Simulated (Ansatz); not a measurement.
# CaPdF4, pressure series

Take CaPdF₄ (space group I4/mcm, No. 140; a cell from a computed database, its experimental status unchecked) as the base.

```
CaPdF4
1.0
   -2.76470     2.76470     5.26383
    2.76470    -2.76470     5.26383
    2.76470     2.76470    -5.26383
Ca Pd F
2 2 8
Direct
  0.75000   0.75000   0.00000
  0.25000   0.25000   0.00000
  0.00000   0.50000   0.50000
  0.50000   0.00000   0.50000
  0.95940   0.45940   0.14681
  0.04060   0.54060   0.85319
  0.45940   0.31259   0.50000
  0.54060   0.68741   0.50000
  0.31259   0.81259   0.85319
  0.68741   0.18741   0.14681
  0.81259   0.95940   0.50000
  0.18741   0.04060   0.50000
```

Cell and atoms are relaxed at each pressure.

The values are results of r2SCAN/PAW in Ansatz (a first-principles code), spin-orbit coupling left out, not measurements.

```
pressure (GPa)  volume per atom (Å³/atom)
--------------  -------------------------
-2                                 13.753
-1                                      ?
0                                  13.411
3                                  12.981
7                                  12.510
15                                 11.792
50                                 10.026
75                                  9.290
100                                 8.734
```

**Question.** Fit the third-order Birch–Murnaghan form P(V) = (3B₀/2)[(V₀/V)^(7/3) − (V₀/V)^(5/3)]·[1 + (3/4)(B₀′ − 4)((V₀/V)^(2/3) − 1)] (squares taken in P) to the rows shown and predict the withheld row.

**Answer.** Least squares on the printed values gives V₀ = 13.395 Å³/atom, B₀ = 90.9 GPa, B₀′ = 4.4; this predicts 13.546 Å³/atom, and the run gives 13.575 Å³/atom, 0.029 higher.

Load acts through the strain it causes; cell and atoms are relaxed under it. No phonon test of stability was made. No other phases were tried under pressure.
